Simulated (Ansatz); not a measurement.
Consider AgBr in the rock salt structure (space group Fm-3m, No. 225; a = 5.841 Å).

Calculations: PBE (Ansatz, a quantum-chemistry and plane-wave program), no spin-orbit coupling.

Before the change:

| Quantity | Result |
|---|---|
| Band gap | 0.69 eV |
| Electron mass | 0.19 mₑ (at Γ) |
| Shortest interatomic distance | 2.920 Å |

Perturbation: Cl takes the place of Br on all its sites, then cell and atoms are relaxed.

Problem. What happens to the band gap, electron mass and shortest interatomic distance?

Solution. The band gap grows by 0.23 eV (0.69 eV → 0.92 eV); the electron mass changes from 0.19 mₑ (at Γ) to 0.27 mₑ (at Γ); the shortest interatomic distance shrinks by 0.1147 Å (2.920 Å → 2.806 Å).

Masses are band curvatures over ±0.01 Å⁻¹ around the edge. Stability against distortions was not tested.
